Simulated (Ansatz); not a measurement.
System: BaInHO₂ (model structure, started from the SrVO2H type, P4/mmm, No. 123, 5 atoms in the cell). Method: PBE+SOC (PAW; Ansatz, a first-principles code).

Numerical settings: plane-wave cutoff 520 eV, 8×8×10 k mesh (along the axes of the cell as run), Fermi–Dirac smearing 0.01 eV, PAW data made under PBE.

Cell (relaxed with PBEsol):

```
BaInHO2
1.0
    4.28365     0.00000     0.00000
    0.00000     4.28365     0.00000
    0.00000     0.00000     3.88015
Ba In O H
1 1 2 1
Direct
  0.50000   0.50000   0.50000
  0.00000   0.00000   0.00000
  0.50000   0.00000   0.00000
  0.00000   0.50000   0.00000
  0.00000   0.00000   0.50000
```

### Question
Give the computed band gap, smallest direct gap on the k points sampled and direct gap at Γ.

### Answer

- band gap: 0.85 eV (indirect)
- smallest direct gap on the k points sampled: 1.35 eV
- direct gap at Γ: 4.65 eV

Note: the relaxation could raise the start's symmetry but not lower it, so the cell can be a saddle point; cell and atoms aren't relaxed at this level (pressure 4.6 GPa).

A model structure was made by putting elements into a prototype or built by hand; it is no filed structure, need not be a known phase, and can be a saddle point held by its symmetry.
